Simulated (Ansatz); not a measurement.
An input for Ansatz (LDA) and the part of its output that reports the quasi-harmonic study. Lengths are of the primitive cell. Another polymorph of this substance is known too; which is more stable was not tested here. Dynamical quadrupoles are not included in the interpolation of the phonons between the solved wave vectors.

Ansatz 0.2 input:
```yaml
crystal:
  lattice:
    - [4.8685889376, 0.0, 0.0]
    - [-2.4342944688, 4.2163217005, 0.0]
    - [0.0, 0.0, 5.3670407468]
  atoms:
    - { symbol: Si, position: [0.4649860666, 0.0, 0.8333333333] }
    - { symbol: Si, position: [0.0, 0.4649860666, 0.1666666667] }
    - { symbol: Si, position: [0.5350139334, 0.5350139334, 0.5] }
    - { symbol: O, position: [0.4112540996, 0.2756993251, 0.720857841] }
    - { symbol: O, position: [0.7243006749, 0.1355547745, 0.0541911743] }
    - { symbol: O, position: [0.8644452255, 0.5887459004, 0.3875245076] }
    - { symbol: O, position: [0.1355547745, 0.7243006749, 0.9458088257] }
    - { symbol: O, position: [0.2756993251, 0.4112540996, 0.279142159] }
    - { symbol: O, position: [0.5887459004, 0.8644452255, 0.6124754924] }
kpoints:
  mp_grid: { grid: [6, 6, 6] }
hamiltonian:
  xc: lda
  pseudopotentials: { kind: paw }
scf:
  occupations: { method: fixed }
phonons:
  method: dfpt
  qmesh: [3, 3, 2]
  temperatures: { t_max: 1000, t_step: 25 }
  thermal_expansion: {}
checkpoint:
  write: run
```

```
--- Thermal expansion: 18 cells in 3 rounds, 0 GPa ---
  no lower state was reached at cell 6
  without vibrations: a 4.86579, b 4.86579, c 5.36493 Å, V 110.0023 Å³, B 34.34 GPa
  at 0 K: a 4.87978, b 4.87978, c 5.37863 Å, V 110.9181 Å³, B 33.35 GPa
  zero-point expansion: a +0.287, b +0.287, c +0.255, V +0.832 %
      T/K        a/Å        b/Å        c/Å       V/Å³ | expansion of a, b, c, V (1e-6/K)   | that of V in the mean from 25 °C | C_P, C_V (J/mol K of the cell) | B_T, B_S (GPa)
     0.00    4.87978    4.87978    5.37863   110.9181 |    0.00    0.00    0.00    0.00 |   22.90 |     0.000     0.000 |    33.35    33.35
   100.00    4.88173    4.88173    5.37958   111.0264 |    7.97    7.97    3.91   19.85 |   29.56 |    49.490    49.402 |    33.10    33.16
   200.00    4.88667    4.88667    5.38250   111.3114 |   11.84   11.84    6.71   30.40 |   33.67 |   100.023    99.621 |    32.46    32.60
   298.15    4.89292    4.89292    5.38655   111.6805 |   14.05   14.05    8.49   36.59 |       - |   134.524   133.675 |    31.64    31.84
   375.00    4.89844    4.89844    5.39028   112.0100 |   15.22   15.22    9.49   39.92 |   38.39 |   154.600   153.355 |    30.90    31.15
   475.00    4.90619    4.90619    5.39568   112.4776 |   16.39   16.39   10.50   43.29 |   40.36 |   173.745   171.946 |    29.84    30.15
   575.00    4.91450    4.91450    5.40159   112.9824 |   17.43   17.43   11.37   46.24 |   42.11 |   187.172   184.773 |    28.68    29.06
  stiffness (GPa) against the strains that keep the symmetry, 3 along the crystal's axis
    without vibrations: C11 + C12 86.28, C13 10.31, C33 99.89
  the static fit leaves 0.001 meV an atom of the energies and, of the stresses, 0.000 GPa of each cell's largest along a strain (root mean squares over the cells), whose Pulay part it has at -0.037 GPa
  vibrations' free energy: its fit leaves 0.0008 meV an atom at the most
  the electrons' free energy at temperature is not in it: every band gap is over 1.03 eV
  free energies summed between the sampled wave vectors
  estimated error of the fitted expansion in any direction: up to 1.683e-6/K, at 1000 K (an estimate, not a bound: it was exceeded on models of known expansion)
  by sums over the sampled wave vectors an expansion of the volume parts by up to 16.01e-6/K
  by a static energy of one degree less an expansion of the volume parts by up to 0.43e-6/K
  the FFT grids of the static calculations differ: 36 × 36 × 40, 40 × 40 × 40
  band gaps on the cells' k-points are 5.544 to 5.924 eV
```

Warnings of the run: phonon_interpolation_lacks_quadrupole_term, thermal_expansion_settings.

Cost: around 15 core-hours (rough).

Whether this phase is the stable one at each condition was not tested.

The PAW data sets were generated under PBE and serve the other functionals too.

Ansatz is an electronic-structure program.
